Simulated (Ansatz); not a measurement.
All values below come from PBE (plane waves to 420 eV, PAW; Ansatz, a program for electronic structure).

Plane-averaged electrostatic potential energy along the normal, in eV from the Fermi level, for a constructed model of the (0001) surface of hcp Re, a layer of Mo in place of the second plane (bottom of the slab: a bare face, its two planes held):

```
z (Å)  V (eV)
-----  ------
3.72     5.04
4.01     5.03
4.30     5.03
4.58     5.03
4.87     5.02
5.16     4.99
5.44     4.95
5.73     4.85
6.02     4.66
6.30     4.26
6.59     3.45
6.88     1.80
7.16    -1.62
7.45    -9.17
7.73   -18.14
8.02   -23.51
8.31   -22.80
8.59   -16.39
8.88    -7.32
9.17    -2.16
9.45    -3.47
9.74   -11.15
10.03  -19.77
10.31  -24.12
10.60  -22.19
10.89  -14.92
11.17   -5.95
11.46   -1.83
11.74   -3.70
12.03  -11.62
12.32  -20.03
12.60  -24.06
12.89  -21.77
13.18  -14.31
13.46   -5.62
13.75   -2.40
14.04   -5.94
14.32  -14.73
14.61  -22.04
14.90  -24.01
15.18  -19.67
15.47  -11.07
15.76   -3.19
16.04   -1.11
16.33   -4.39
16.61  -12.80
16.90  -21.28
17.19  -24.61
17.47  -20.94
17.76  -12.35
18.05   -4.32
18.33   -2.06
18.62   -6.32
18.91  -15.26
19.19  -22.21
19.48  -23.70
19.77  -19.00
20.05  -10.26
20.34   -2.21
20.62    1.53
20.91    3.30
21.20    4.16
21.48    4.57
21.77    4.77
22.06    4.86
22.34    4.91
22.63    4.93
22.92    4.94
23.20    4.95
23.49    4.95
23.78    4.95
```

Slab: 6 atoms, 11.2 Å thick at the start; k 15x15x1, smearing 0.1 eV, dipole-corrected; 2 atoms held, the rest relaxed; start symmetry kept, larger cells not searched; no spin, no spin-orbit, no U. It is one candidate, not shown to be the stable structure of the face.

The vacuum level lies 4.95 eV above the Fermi level over the top face and 5.04 eV above it under the bottom face.
